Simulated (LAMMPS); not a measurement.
Molecular dynamics of a free-standing liquid film of Cu, 2156 atoms, at 1560 K.

Method: classical MD, pair style meam, file library.meam (library.meam-Cu) (LAMMPS).

```
Property                                                  Value
--------------------------------------  -----------------------
surface tension                                 0.59 ± 0.03 N/m
excess potential energy of the surface                 1.2 J/m²
number density in the middle                         0.0729 Å⁻³
cost                                    roughly 19 core-minutes
```

Potential: file library.meam of the LAMMPS distribution; its header cites Baskes, Phys Rev B, 46, 2727-2742 (1992).

Caution: the potential MEAM library.meam-Cu is a first-neighbour MEAM set with a 4 Å cutoff, used here without a parameter file and away from the static properties it was fitted to.

The ± values are statistical; the model's systematic error is not in them.

| z (Å) | number density (Å⁻³) |
|---|---|
| -25.56 | 0.0000 |
| -24.56 | 0.0001 |
| -23.56 | 0.0014 |
| -22.56 | 0.0081 |
| -21.55 | 0.0277 |
| -20.55 | 0.0530 |
| -19.55 | 0.0685 |
| -18.55 | 0.0704 |
| -17.54 | 0.0727 |
| -16.54 | 0.0719 |
| -15.54 | 0.0737 |
| -14.54 | 0.0723 |
| -13.53 | 0.0732 |
| -12.53 | 0.0731 |
| -11.53 | 0.0721 |
| -10.53 | 0.0744 |
| -9.520 | 0.0720 |
| -8.520 | 0.0732 |
| -7.520 | 0.0732 |
| -6.520 | 0.0723 |
| -5.510 | 0.0731 |
| -4.510 | 0.0730 |
| -3.510 | 0.0728 |
| -2.510 | 0.0733 |
| -1.500 | 0.0723 |
| -0.5000 | 0.0739 |
| 0.5000 | 0.0725 |
| 1.500 | 0.0733 |
| 2.510 | 0.0719 |
| 3.510 | 0.0728 |
| 4.510 | 0.0735 |
| 5.510 | 0.0727 |
| 6.520 | 0.0729 |
| 7.520 | 0.0735 |
| 8.520 | 0.0727 |
| 9.520 | 0.0735 |
| 10.53 | 0.0723 |
| 11.53 | 0.0731 |
| 12.53 | 0.0729 |
| 13.53 | 0.0728 |
| 14.54 | 0.0735 |
| 15.54 | 0.0727 |
| 16.54 | 0.0724 |
| 17.54 | 0.0717 |
| 18.55 | 0.0694 |
| 19.55 | 0.0639 |
| 20.55 | 0.0402 |
| 21.55 | 0.0159 |
| 22.56 | 0.0036 |
| 23.56 | 0.0006 |
| 24.56 | 0.0000 |
